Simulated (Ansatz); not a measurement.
Worked example: self-consistent single point of LaP (I4mm, 2 atoms in the cell) in Ansatz (an electronic-structure program).

Method of the run: LDA (PW92), default PAW files made with PBE (plane waves; Ansatz).

The change in words: lattice scaled by 0.98; kpoints.mp_grid.grid: 9 9 9 → 10 10 10; scf.occupations.width: 0.1 eV → 0.05 eV. Reference geometry:
```
LaP
1.0
    0.00000     3.02415     3.02415
    3.02415     0.00000     3.02415
    3.02415     3.02415     0.00000
La P
1 1
Direct
  0.00827   0.00827   0.99173
  0.50000   0.50000   0.50000
```

Reference input (self-consistent single point, DFT, LDA (PW92), plane waves, default PAW files made with PBE): basis.ecutwfc = 420 eV; kpoints.mp_grid.grid = 9 9 9; hamiltonian.xc = lda; hamiltonian.pseudopotentials = {kind: paw} (the program's default PAW files); scf.occupations.method = fermi_dirac; scf.occupations.width = 0.1 eV. This run's input differs from it in these lines:

Ansatz 0.2 input:
```diff
@@ -2,5 +2,5 @@
   lattice:
-    - [0.00000000, 3.02415000, 3.02415000]
-    - [3.02415000, 0.00000000, 3.02415000]
-    - [3.02415000, 3.02415000, 0.00000000]
+    - [0.00000000, 2.96366700, 2.96366700]
+    - [2.96366700, 0.00000000, 2.96366700]
+    - [2.96366700, 2.96366700, 0.00000000]
   atoms:
@@ -12,3 +12,3 @@
   mp_grid:
-    grid: [9, 9, 9]
+    grid: [10, 10, 10]
 hamiltonian:
@@ -20,3 +20,3 @@
     method: fermi_dirac
-    width: 0.1 eV
+    width: 0.05 eV
 output:
```

Output (repeated stretches shortened):

```
SCF iter   1: F=—  HF=-6805.210699 eV  |F-HF|=—  |Δ(HF+E_count)|=         —  Δρ=4.09e-3  dr2=6.52e-3  ethr=1.77e-3  ⟨swp⟩=5.2  Hψ=6759  notcnv=0
all-band conjugate gradients solve this SCF's bands
preconditioner: auto → Kerker (q_TF=auto, 2.241 Å⁻¹)
SCF iter   2: F=—  HF=-6805.208397 eV  |F-HF|=—  |Δ(HF+E_count)|=   2.30e-3  Δρ=2.23e-3  dr2=1.77e-3  ethr=4.07e-5  ⟨swp⟩=2.3  Hψ=3314  notcnv=0
SCF iter   3: F=—  HF=-6805.208094 eV  |F-HF|=—  |Δ(HF+E_count)|=   3.03e-4  Δρ=3.85e-4  dr2=8.52e-5  ethr=1.11e-5  ⟨swp⟩=2.6  Hψ=2097  notcnv=0
SCF iter   4: F=—  HF=-6805.208082 eV  |F-HF|=—  |Δ(HF+E_count)|=   1.20e-5  Δρ=7.19e-5  dr2=2.65e-6  ethr=5.32e-7  ⟨swp⟩=2.3  Hψ=1690  notcnv=0
SCF iter   5: F=—  HF=-6805.208082 eV  |F-HF|=—  |Δ(HF+E_count)|=   3.02e-7  Δρ=2.13e-5  dr2=3.52e-7  ethr=1.66e-8  ⟨swp⟩=2.3  Hψ=2062  notcnv=0
SCF iter   6: F=-6805.208082 eV  HF=-6805.208082 eV  |F-HF|=6.71e-9  |Δ(HF+E_count)|=   2.01e-8  Δρ=5.89e-6  dr2=2.81e-8  ethr=6.25e-10  ⟨swp⟩=7.3  Hψ=6602  notcnv=0
SCF 1 converged in 6 iterations: F = -6805.208082 eV  dr2 = 2.81e-8
Free energy (F): -6805.208082 eV
Internal energy: -6805.206245 eV  (E = F + TS)
E sigma→0 (E₀):  -6805.207164 eV
Entropy (-TS):   -0.001838 eV (-0.919 meV/atom)
Fermi energy:    9.343609 eV
--- Forces (eV/Å), atoms counted from 1 ---
  atom   1  La     0.00000000     0.00000000    -0.13855854
  atom   2  P     -0.00000000    -0.00000000     0.13855955
--- Stress (GPa, compression-positive) ---
        0.431119       0.000000       0.000000
        0.000000       0.431119       0.000000
        0.000000       0.000000       0.701418
  P = ⅓ Tr σ = 0.5212 GPa (5.212 kbar)
  The stress holds the Pulay correction. Without it, at fixed plane waves, as pw.x and ABINIT print it: P = 0.5016 GPa
```

The run converged in 6 iterations. Against the reference run the free energy falls by 17.5 meV/atom, the pressure goes from -3.99 to 0.52 GPa and the largest force goes from 0.113 to 0.139 eV/Å.

The starting cell comes from a database of computed structures (which also holds hypothetical and non-ambient phases and stackings), without a prior relaxation at this level. Its lattice was rescaled by up to half a per cent. One atom was moved a little off its site on purpose. For this run, on top of that: lattice scaled by 0.98. Ansatz's pressure includes its estimate of the finite-basis (Pulay) stress.
